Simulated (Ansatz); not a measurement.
NbP, response to strain

Take NbP (space group I4_1md, No. 109; a = 3.3203 Å, c = 11.2907 Å; relaxed with 0.1 eV smearing) as the base. Axes: x, y, z lie along a, b, c of the conventional cell.

Strains are applied to the cell and any free atomic positions relax; under biaxial strain the out-of-plane vector relaxes too; under stress the whole cell relaxes.

All numbers come from Kohn–Sham DFT with the PBEsol functional, run in Ansatz (an electronic-structure program) with PAW and 420 eV plane waves, no spin-orbit coupling, earlier PAW set.

Notes on the quantities. pressure: mean of the normal stresses, compression positive; energy relative to the base: free energy F.

| variant | pressure | energy relative to the base | volume per atom |
|---|---|---|---|
| base | 0.0 GPa | 0 meV/atom | 15.56 Å³ |
| biaxial strain −2.50 %, plane normal [001], relaxed out of plane | 6.6 GPa | (withheld) | 15.18 Å³ |
| biaxial strain +2.20 %, plane normal [001], relaxed out of plane | (withheld) | +18 meV/atom | 15.94 Å³ |
| isotropic strain +5.30 % | (withheld) | +0.212 eV/atom | 18.17 Å³ |
| uniaxial stress, 8 GPa tension along x | – | +13 meV/atom | (withheld) |

Q: Some entries are withheld; estimate them.

A: 
- biaxial strain −2.50 %, plane normal [001], relaxed out of plane, energy relative to the base: +24 meV/atom
- biaxial strain +2.20 %, plane normal [001], relaxed out of plane, pressure: -5.5 GPa
- isotropic strain +5.30 %, pressure: -22.7 GPa
- uniaxial stress, 8 GPa tension along x, volume per atom: 15.74 Å³

Stability under load was not tested beyond the relaxation. The final runs are not spin-polarised.
